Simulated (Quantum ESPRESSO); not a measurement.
Worked example: self-consistent single point of Zr2Al (P1, 6 atoms in the cell) in Quantum ESPRESSO.

Method: PBEsol, PseudoDojo standard norm-conserving (PBESOL) pseudopotentials (plane waves; Quantum ESPRESSO).

The change in words: atoms moved at random. Reference geometry:
```
Zr2Al
1.0
   -3.40325     3.40325     2.67265
    3.40325    -3.40325     2.67265
    3.40325     3.40325    -2.67265
Zr Al
4 2
Direct
  0.34860   0.15140   0.50000
  0.65140   0.84860   0.50000
  0.15140   0.65140   0.80280
  0.84860   0.34860   0.19720
  0.25000   0.25000   0.00000
  0.75000   0.75000   0.00000
```

Reference input (self-consistent single point, DFT, PBEsol, plane waves, PseudoDojo standard norm-conserving (PBESOL) pseudopotentials): ecutwfc = 70 Ry; occupations = smearing; smearing = gaussian; degauss = 0.0073499 Ry; potentials = {Zr: Zr.upf, Al: Al.upf}; K_POINTS = automatic 5 5 5 0 0 0; conv_thr = 1e-10 Ry; mixing_beta = 0.7. This run's input differs from it in these lines:

```diff
@@ -26,8 +26,8 @@
 ATOMIC_POSITIONS {crystal}
-Zr    0.34860000    0.15140000    0.50000000
-Zr    0.65140000    0.84860000    0.50000000
-Zr    0.15140000    0.65140000    0.80280000
-Zr    0.84860000    0.34860000    0.19720000
-Al    0.25000000    0.25000000    0.00000000
-Al    0.75000000    0.75000000    0.00000000
+Zr    0.34306300    0.14540500    0.48265900
+Zr    0.64539800    0.85013600    0.51005000
+Zr    0.16868300    0.66089200    0.80711400
+Zr    0.84156200    0.34812200    0.19612100
+Al    0.24940000    0.25690000   -0.00029400
+Al    0.75189400    0.73854400    0.00434900
 K_POINTS {automatic}
```

Output, abridged:

```
     Self-consistent Calculation

     iteration #  1     ecut=    70.00 Ry     beta= 0.70

     Threshold (ethr) on eigenvalues was too large:
     Diagonalizing with lowered threshold

     total energy              =    -414.14809033 Ry
     estimated scf accuracy    <       0.12439188 Ry

     iteration #  2     ecut=    70.00 Ry     beta= 0.70

     total energy              =    -414.16485584 Ry
     estimated scf accuracy    <       0.08251370 Ry

     iteration #  3     ecut=    70.00 Ry     beta= 0.70

     total energy              =    -414.18247831 Ry
     estimated scf accuracy    <       0.02235298 Ry

   [... 11 blocks of this kind left out ...]

     iteration # 15     ecut=    70.00 Ry     beta= 0.70

     total energy              =    -414.18814781 Ry
     estimated scf accuracy    <          2.2E-09 Ry

     iteration # 16     ecut=    70.00 Ry     beta= 0.70
     End of self-consistent calculation

     the Fermi energy is    11.8954 ev

!    total energy              =    -414.18814781 Ry
     estimated scf accuracy    <          2.2E-11 Ry
     smearing contrib. (-TS)   =      -0.00272121 Ry
     internal energy E=F+TS    =    -414.18542660 Ry

     convergence has been achieved in  16 iterations

     Forces acting on atoms (cartesian axes, Ry/au):

     atom    1 type  1   force =     0.02005281    0.01574334   -0.00056398
     atom    2 type  1   force =    -0.01351390   -0.00168304    0.00563291
     atom    3 type  1   force =     0.00902725   -0.01290269   -0.00480732
     atom    4 type  1   force =    -0.01187727    0.01662343   -0.00561180
     atom    5 type  2   force =    -0.00804988   -0.00040202   -0.00734405
     atom    6 type  2   force =     0.00436099   -0.01737903    0.01269423

     Total force =     0.046782     Total SCF correction =     0.000014

          total   stress  (Ry/bohr**3)                   (kbar)     P=      -10.15
  -0.00020359  -0.00002528   0.00001981          -29.95       -3.72        2.91
  -0.00002528   0.00003562   0.00000445           -3.72        5.24        0.65
   0.00001981   0.00000445  -0.00003902            2.91        0.65       -5.74

   JOB DONE.
```

The run converged in 16 iterations. Against the reference run the free energy rises by 14.0 meV/atom, the pressure goes from -1.24 to -1.01 GPa and the largest force goes from 0.007 to 0.656 eV/Å.

The starting cell comes from a database of computed structures (which also holds hypothetical and non-ambient phases and stackings), without a prior relaxation at this level. Its lattice was rescaled by a random factor within 2.5 % of one. For this run, on top of that: atoms moved at random.

Cost on one core of a shared machine: roughly 6 min.
